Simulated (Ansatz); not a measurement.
Consider B-vacancy pair (B on one host Si site, one Si site vacant) in silicon, charge state +1. The step: one Si atom jumps into the vacancy from a nearby Si site (B-vacancy distance between ideal sites 3.87 → 4.54 Å); the atom moves 2.58 Å along (0.28, -0.26, 0.28) of the unit cell; the moving atom starts with neighbours Si at 2.35, 2 Si at 2.36 Å and ends with Si at 2.35, Si at 2.37, Si at 2.38 Å. DFT values are from Ansatz (plane-wave PAW, 420 eV unless said) in a cell of 64 host sites, spin-restricted, static, with no finite-size correction. The charge state is imposed; whether it is stable for some Fermi level was not computed. Forms of the defect that were not tried may lie lower. For the PBE band: the saddle point's order was not checked.

```
Level                                                                           Forward barrier (eV)  Cost of the band or of the saddle's single point
------------------------------------------------------------------------------  --------------------  ------------------------------------------------
PBE, a 2×2×2 k-point mesh shifted by half a step, band relaxed                                  0.69                           roughly 30 core-minutes
PBE, a 3×3×3 k-point mesh shifted by half a step, same geometries                               0.69             about 3 core-minutes (a rough figure)
r2SCAN at 500 eV, a 2×2×2 k-point mesh shifted by half a step, same geometries                   ___                   around 110 core-seconds (rough)
```

### Question
Complete the blanks.

### Answer

- r2SCAN at 500 eV, a 2×2×2 k-point mesh shifted by half a step, same geometries, Forward barrier (eV): 0.88

Ansatz is a first-principles code.
